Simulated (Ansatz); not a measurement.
**Harmonic thermodynamics of Cd in the hcp (Mg type) structure**

Per mole of formula units at the relaxed static volume; finite displacements on a 8×8×4 mesh, PBEsol density-functional theory in Ansatz (plane waves, PAW), k mesh 16×16×8, methfessel-paxton smearing of 0.15 eV; sums on an interpolated 16×16×8 mesh.  Zero-point energy 1.45 kJ/mol.

```
T (K)  F_vib (kJ/mol)  S (J/mol/K)  C_V (J/mol/K)
-----  --------------  -----------  -------------
100              0.26         25.6           21.9
150             -1.27         34.9           23.5
200             -3.20         41.8           24.1
250             -5.42         47.2           24.4
300             -7.90         51.6           24.6
400        (withheld)   (withheld)     (withheld)
600            -26.25         68.8           24.8
800            -40.75         75.9           24.9
1000           -56.52         81.5           24.9
```

Problem. Fill in the missing entries.

Solution. 
- 400, F_vib (kJ/mol): -13.43
- 400, S (J/mol/K): 58.7
- 400, C_V (J/mol/K): 24.7

No phase change or melting is allowed for: the numbers belong to this structure as given.

The PAW data sets were generated under PBE and serve the other functionals too.

Ansatz is an electronic-structure program.
